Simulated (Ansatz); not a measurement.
We consider LaC2 (I4/mmm, No. 139), described by LDA (PAW; Ansatz, a quantum-chemistry and plane-wave program).

Input:

Ansatz 0.2 input:
```yaml
crystal:
  lattice:
    - [-1.916847278, 1.916847278, 3.2253006458]
    - [1.916847278, -1.916847278, 3.2253006458]
    - [1.916847278, 1.916847278, -3.2253006458]
  atoms:
    - { symbol: La, position: [0.0, 0.0, 0.0] }
    - { symbol: C, position: [0.4011029355, 0.4011029355, 0.0] }
    - { symbol: C, position: [0.5988970645, 0.5988970645, 0.0] }
basis:
  ecutwfc: 520
  ecutrho_ratio: 4
  xc_grid: 2
kpoints:
  mp_grid: { grid: [20, 20, 20] }
hamiltonian:
  xc: lda
  dispersion: none
  pseudopotentials: { azcp: { folder: ./paw }, kind: paw }
scf:
  occupations: { method: fermi_dirac, width: 0.05 }
output:
  forces: true
  stress: true
  eigenvalues: true
relax:
  f_tol: 0.004
  escape_saddle: false
  max_steps: 80
  cell: { stress_tol: 0.02, fix: [volume] }
```

From the output:

```
Relaxation: its limit of steps is 80 (relax.max_steps)
Crystal: 3 atoms, lattice volume = 47.403 Å³
Basis set: ecut = 520 eV, 1251 PW (Γ), exchange–correlation on 64×64×64 points (8 copies of the dense FFT grid, shifted against one another)
Bands: 14, of which v1, the nominal top of the filled ones, is band 10 counted from 1 (9 counted from 0)
Symmetry: 16 space group operations
Space group: I4/mmm (ITA 139), of the structure as read, at distance tolerance 3.6e-5 Å
k-points: 641 of 8000
Initial density: superposition of atomic densities (chi_scale 0.1, normalization cell, long waves kept (reshape's long-wave potential 0.00 eV rms))
Functional: x = slater, c = lda
SCF iter   1: F=—  HF=-6563.534245 eV  |F-HF|=—  |Δ(HF+E_count)|=         —  Δρ=7.67e-2  dr2=2.77e0
SCF iter   2: F=—  HF=-6562.805033 eV  |F-HF|=—  |Δ(HF+E_count)|=   7.29e-1  Δρ=3.74e-2  dr2=5.62e-1
  ...
SCF 1 converged in 7 iterations: F = -6562.599686 eV  dr2 = 8.91e-8
Crystal: 3 atoms, lattice volume = 47.403 Å³
Basis set: ecut = 520 eV, 1253 PW (Γ), exchange–correlation on 64×64×64 points (8 copies of the dense FFT grid, shifted against one another)
Initial density: handed on by an earlier stage of this run
SCF 2 converged in 5 iterations: F = -6562.600956 eV  dr2 = 2.06e-8
Crystal: 3 atoms, lattice volume = 47.403 Å³
SCF 3 converged in 4 iterations: F = -6562.601755 eV  dr2 = 1.75e-7
Crystal: 3 atoms, lattice volume = 47.403 Å³
SCF 4 converged in 4 iterations: F = -6562.601770 eV  dr2 = 7.46e-9
Crystal: 3 atoms, lattice volume = 47.403 Å³
SCF iter   4: F=—  HF=-6562.601770 eV  |F-HF|=—  |Δ(HF+E_count)|=  1.23e-10  Δρ=3.14e-7  dr2=4.10e-11
SCF iter   5: F=-6562.601770 eV  HF=-6562.601770 eV  |F-HF|=1.82e-12  |Δ(HF+E_count)|=  2.73e-12  Δρ=8.44e-8  dr2=3.07e-12
SCF 5 converged in 5 iterations: F = -6562.601770 eV  dr2 = 3.07e-12
SCF converged after 5 iterations
Free energy (F): -6562.601770 eV
Internal energy: -6562.593871 eV  (E = F + TS)
E sigma→0 (E₀):  -6562.597821 eV
Fermi energy:    10.899885 eV
--- Forces (eV/Å), atoms counted from 1 ---
  atom   1  La    -0.00000000     0.00000000     0.00000000
  atom   2  C      0.00000000     0.00000000    -0.00128675
  atom   3  C      0.00000000    -0.00000000     0.00128675
--- Stress (GPa, compression-positive) ---
        2.222676      -0.000000      -0.000000
       -0.000000       2.222676      -0.000000
       -0.000000      -0.000000       2.234610
  P = ⅓ Tr σ = 2.2267 GPa (22.267 kbar)
```

The cell is one volume of an energy–volume scan, off the minimum.

The PAW data were made under PBE.

Note: the volume lies 7 % below that of the published cell.
